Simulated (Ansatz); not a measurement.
Levels about the gap of amorphous tantalum oxide (Ta16O40) (56 atoms in a cell of 812 Å³, 7.23 g/cm³; zone centre alone, so wide bands show as single levels with stretches between that a denser mesh fills), at the geometry that PBE relaxed, where it gives 0.0 GPa on a denser mesh. Exact exchange is cut at the faces of this small cell, which leaves a finite-size error. The participation number counts the atoms over which a state spreads; weights are charges in smoothed Voronoi cells. The levels come from a single point, so bond lengths are those of that geometry. Method of the levels: HSE06, scalar-relativistic without spin-orbit coupling (Ansatz, a quantum-chemistry and plane-wave program). Sampling: the zone centre alone; Fermi-Dirac width 0.02 eV; no spin polarisation.

Preparation: random packing, a CHGNet melt and quench, and a DFT relaxation. O atoms were pushed apart under 1.9 Å during the dynamics, to hinder bonds among them. The hot cell started wider than the set density and was brought back towards it in steps. It is the lowest in DFT energy of 8 quenches. It is a model cell: composition and starting density were chosen by hand, and all elements were melted together. No dispersion term was used. Its density started from a set value of 7.36 and ended at 7.23 g/cm³. The quench (nominally 190 K/ps over its main leg) was far faster than any real one, so the model tends to hold more defects than a real film. Values belong to this one cell and scatter from quench to quench. Volume and shape were free in the relaxation. On a 2×2×2 Γ-centred mesh force components of up to 0.13 eV/Å stay, since the relaxation ran on the zone centre alone.

```json
[
 {"E - E(highest filled), eV": "-0.34", "filling": "filled", "participation number": "22.2", "largest on": "O, 3 neighbours", "weight O": "0.96", "weight Ta": "0.04"},
 {"E - E(highest filled), eV": "-0.31", "filling": "filled", "participation number": "14.1", "largest on": "O, 3 neighbours", "weight O": "0.95", "weight Ta": "0.05"},
 {"E - E(highest filled), eV": "-0.30", "filling": "filled", "participation number": "22.1", "largest on": "O, 2 neighbours", "weight O": "0.97", "weight Ta": "0.03"},
 {"E - E(highest filled), eV": "-0.26", "filling": "filled", "participation number": "27.2", "largest on": "O, 2 neighbours", "weight O": "0.96", "weight Ta": "0.04"},
 {"E - E(highest filled), eV": "-0.10", "filling": "filled", "participation number": "17.0", "largest on": "O, 2 neighbours", "weight O": "0.96", "weight Ta": "0.04"},
 {"E - E(highest filled), eV": "-0.04", "filling": "filled", "participation number": "11.4", "largest on": "O, 3 neighbours", "weight O": "0.97", "weight Ta": "0.03"},
 {"E - E(highest filled), eV": "0.00", "filling": "filled", "participation number": "12.3", "largest on": "O, 2 neighbours", "weight O": "0.97", "weight Ta": "0.03"},
 {"E - E(highest filled), eV": "4.78", "filling": "empty", "participation number": "19.1", "largest on": "Ta, 6 neighbours", "weight O": "0.34", "weight Ta": "0.66"},
 {"E - E(highest filled), eV": "4.84", "filling": "empty", "participation number": "17.4", "largest on": "Ta, 6 neighbours", "weight O": "0.34", "weight Ta": "0.66"},
 {"E - E(highest filled), eV": "5.02", "filling": "empty", "participation number": "26.5", "largest on": "Ta, 6 neighbours", "weight O": "0.33", "weight Ta": "0.67"},
 {"E - E(highest filled), eV": "5.14", "filling": "empty", "participation number": "17.2", "largest on": "Ta, 6 neighbours", "weight O": "0.33", "weight Ta": "0.67"},
 {"E - E(highest filled), eV": "5.19", "filling": "empty", "participation number": "20.1", "largest on": "Ta, 6 neighbours", "weight O": "0.35", "weight Ta": "0.65"},
 {"E - E(highest filled), eV": "5.25", "filling": "empty", "participation number": "22.0", "largest on": "Ta, 6 neighbours", "weight O": "0.34", "weight Ta": "0.66"},
 {"E - E(highest filled), eV": "5.34", "filling": "empty", "participation number": "22.0", "largest on": "Ta, 6 neighbours", "weight O": "0.33", "weight Ta": "0.67"}
]
```

Most localised among these is the filled level at -0.04 eV, on a O atom, which has 3 neighbours (Ta 2.02 Å, Ta 2.20 Å, Ta 2.21 Å).
